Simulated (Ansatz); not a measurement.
Band structure of ZrO2 (Fm-3m, 3 atoms in the cell).

```xyz
3
Lattice="0.0000 2.5748 2.5748 2.5748 0.0000 2.5748 2.5748 2.5748 0.0000" Properties=species:S:1:pos:R:3 pbc="T T T"
Zr     0.0000     0.0000     0.0000
O      1.2874     1.2874     1.2874
O      3.8622     3.8622     3.8622
```

Method: PBE (plane waves, PAW; Ansatz, a first-principles code).

Settings: basis.ecutwfc = 420 eV; kpoints.mp_grid.grid = 6 6 6; hamiltonian.xc = pbe; hamiltonian.pseudopotentials = {kind: paw} (the program's default PAW files); scf.occupations.method = fermi_dirac; scf.occupations.width = 0.05 eV; kpoints.band_path.npoints = 8.

The starting cell has typed, rounded lattice constants, without a prior relaxation at this level. Its lattice was rescaled by a random factor within 2.5 % of one.

Task: Predict the gap along the standard path and the places of the band edges.

Result: The gap along the path is 3.26 eV, from X to Γ; the smallest direct gap on it is 3.68 eV.

Levels in eV from the top of the valence band on the path, bands 9 to 15:
```csv
point,9,10,11,12,13,14,15
Γ,-5.03,-0.52,-0.52,-0.52,3.26,3.26,6.32
X,-3.08,-1.46,-1.46,0.00,3.68,4.55,5.52
W,-2.32,-2.32,-1.33,-0.19,4.29,4.41,5.99
K,-3.00,-2.13,-1.19,-0.32,3.89,4.56,5.86
L,-2.46,-2.44,-1.61,-1.61,3.86,3.86,5.77
U,-3.00,-2.13,-1.19,-0.32,3.89,4.56,5.86
```

Keys are those of Ansatz 0.2.
